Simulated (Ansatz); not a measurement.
Phonon-limited transport in metals: W (Im-3m) under several functionals (Ansatz, an electronic-structure program, without spin-orbit coupling). The PBE cell:

```cif
data_W2
_chemical_formula_sum 'W2'
_space_group_name_H-M_alt 'Im-3m'
_space_group_IT_number 229
_space_group_name_Hall '-I 4 2 3'
_cell_length_a 3.18498
_cell_length_b 3.18498
_cell_length_c 3.18498
_cell_angle_alpha 90.000
_cell_angle_beta 90.000
_cell_angle_gamma 90.000
loop_
_atom_site_label
_atom_site_type_symbol
_atom_site_symmetry_multiplicity
_atom_site_Wyckoff_symbol
_atom_site_fract_x
_atom_site_fract_y
_atom_site_fract_z
_atom_site_occupancy
W1 W 2 a 0.00000 0.00000 0.00000 1
```
(The calculation used a cell of 1 atom; values per cell refer to that cell.)

```
Functional  cell relaxed with  volume (Å³/atom)  resistivity at 300 K
----------  -----------------  ----------------  --------------------
LDA                       LDA             15.42             5.0 μΩ·cm
PBE                       PBE             16.15             5.5 μΩ·cm
PBEsol                 PBEsol             15.70             5.1 μΩ·cm
```

For the resistivity at 300 K, PBE gives 5.5 μΩ·cm and PBEsol 5.1 μΩ·cm: PBE lies 7 % above, no more than the two runs' mesh errors together.

Metals; harmonic phonons alone scatter; means over directions. Halving the electron mesh moves these values by up to 9 %; q meshes are mostly untested. Some of the runs warned that the eigensolver left states short of its tolerance. Spin-orbit coupling is left out.
